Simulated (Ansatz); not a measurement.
Ansatz (a quantum-chemistry and plane-wave program) is run on Y (P6/mmm, 3 atoms in the cell), and the run fails. The aim is a self-consistent single point with DFT, LDA (PW92), plane waves, default PAW files made with PBE.

Cell that was meant: a = 5.7136 Å, b = 5.7136 Å, c = 3.4751 Å, α = 90.00°, β = 90.00°, γ = 120.00°.

Part of the input:

Ansatz 0.2 input:
```yaml
  pseudopotentials: { kind: paw }
scf:
  occupations: { method: cold, width: 0.272 }
  max_iter: 3
output:
  forces: true
  eigenvalues: true
```

The program printed (abridged):

```
SCF iter   1: F=—  HF=-11236.379975 eV  |F-HF|=—  |Δ(HF+E_count)|=         —  Δρ=5.08e-3  dr2=1.20e-2  ethr=1.77e-3  ⟨swp⟩=4.3  Hψ=3925  notcnv=0
all-band conjugate gradients solve this SCF's bands
preconditioner: auto → Kerker (q_TF=auto, 2.275 Å⁻¹)
SCF iter   2: F=—  HF=-11236.379041 eV  |F-HF|=—  |Δ(HF+E_count)|=   9.33e-4  S|Δr|=    0.00e0  Δρ=2.82e-3  dr2=4.37e-3  ethr=3.63e-5  ⟨swp⟩=3.0  Hψ=2076  notcnv=0
SCF iter   3: F=—  HF=-11236.378732 eV  |F-HF|=—  |Δ(HF+E_count)|=   3.10e-4  S|Δr|=    0.00e0  Δρ=3.54e-4  dr2=1.34e-4  ethr=1.32e-5  ⟨swp⟩=3.0  Hψ=1822  notcnv=0
Error: did not converge after 3 iterations: dr2 = 1.34e-4 (threshold 1.00e-7), under the density mixer `msr1`, which `scf.mixing.algorithm: auto` chose by the deck's other keys (type `scf.mixing.algorithm: msr1` to keep it); raise `scf.max_iter`, which need not help a stalled SCF, or adjust the mixing (`scf.mixing`) or, under a smearing, its width (`scf.occupations.width`, in either direction: another width is another result); this SCF holds its density and magnetisation to the symmetry operations that it keeps, and cannot end on a state that breaks one of them: if the state sought breaks one, re-run with `crystal.symmetry.detect: false`, without `crystal.symmetry.time_reversal: [...]
```

Find the mistake and give the fix.

The fault is an iteration limit that is too low. The loop is cut before its threshold is met, so whatever is printed at the end is not self-consistent. To fix it, raise the limit, or leave it to the default. The run ended unconverged after 3 iterations.

The sound input it was made from differs as follows (other fixes are possible):
```diff
-  max_iter: 3
```

With that input, the run converged in 6 iterations: free energy E − TS (on the zero of these files) -11236.3787 eV; Fermi level (on the code's own zero) 9.10 eV; pressure -4.17 GPa (DFT, LDA (PW92), plane waves, default PAW files made with PBE).

On the sound input: the starting cell was generated: these elements placed on a structure prototype, without a prior relaxation; it need not be a known phase or ordering of this composition. With a pressure of about -4 GPa the cell is away from its equilibrium volume at this level. Ansatz's pressure includes its estimate of the finite-basis (Pulay) stress.
